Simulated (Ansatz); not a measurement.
The cell is built on a prototype and need not be the phase stable at ambient conditions.

By PBEsol, the system below comes out a metal.

The ballistic (Sharvin) conductance counts the channels at the Fermi level: G/A = (e²/h) × channels of both spins per area.

```yaml
crystal:
  lattice:
    - [3.12849, 0.00000, 0.00000]
    - [0.00000, 3.12849, 0.00000]
    - [1.56425, -1.56425, 6.25583]
  atoms:
    - { symbol: Al, position: [0.00000, 0.00000, 0.00000] }
    - { symbol: Sc, position: [0.65475, 0.34525, 0.69049] }
    - { symbol: Sc, position: [0.34525, 0.65475, 0.30951] }
```

Space group of this cell: I4/mmm. The cell was relaxed by PBE-D3(BJ); by PBEsol its mean pressure is 0.8 GPa.

The current flows along the normal of the first two printed cell vectors. No spin-orbit coupling; the value is a mean over 0.1 eV about the Fermi level.

Question: State the ballistic conductance per area according to PBEsol run with Ansatz (an electronic-structure program).

Answer: 0.36 × 10¹⁵ S/m² for both spins.
